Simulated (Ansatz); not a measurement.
Band structure of Be3Rh (P6_3/mmc, 8 atoms in the cell).

```yaml
crystal:
  lattice:
    - [4.79878, 0.00000, 0.00000]
    - [-2.39939, 4.15587, 0.00000]
    - [0.00000, 0.00000, 3.73551]
  atoms:
    - { symbol: Be, position: [0.16015, 0.32031, 0.25000] }
    - { symbol: Be, position: [0.83984, 0.67969, 0.75000] }
    - { symbol: Be, position: [0.83984, 0.16015, 0.75000] }
    - { symbol: Be, position: [0.16015, 0.83984, 0.25000] }
    - { symbol: Be, position: [0.67969, 0.83984, 0.25000] }
    - { symbol: Be, position: [0.32031, 0.16015, 0.75000] }
    - { symbol: Rh, position: [0.33333, 0.66667, 0.75000] }
    - { symbol: Rh, position: [0.66667, 0.33333, 0.25000] }
```

Method of the run: LDA (PW92), PAW files made with PBE (plane waves; Ansatz, an electronic-structure program).

Settings: kpoints.mp_grid.grid = 11 11 12; hamiltonian.xc = lda; hamiltonian.pseudopotentials = {kind: paw} (the program's default PAW files); scf.occupations.method = fermi_dirac; scf.occupations.width = 0.1 eV; kpoints.band_path.npoints = 8.

The starting cell comes from a database of computed structures (which also holds hypothetical and non-ambient phases and stackings), without a prior relaxation at this level. Its lattice was rescaled by a random factor within 2.5 % of one. Spin polarisation is off.

Levels in eV from the Fermi level, bands 20 to 27:
```
point     20     21     22     23     24     25     26    27
-----  -----  -----  -----  -----  -----  -----  -----  ----
Γ      -2.70  -1.34  -1.34  -1.10   0.06   1.20   1.20  5.00
M      -2.33  -2.00  -0.73   1.37   1.59   2.90   3.70  4.07
K      -2.51  -1.79   0.87   1.64   2.64   2.64   2.85  2.85
A      -2.52  -2.00  -2.00  -0.29  -0.29  -0.29  -0.29  4.44
L      -2.32  -1.59  -1.59   0.17   0.17   0.51   0.51  5.62
H      -2.36  -1.37  -1.37  -1.22  -1.22   2.36   2.36  4.53
```

Bands cross the Fermi level along this path, so the cell is metallic at this level.

Keys are those of Ansatz 0.2.
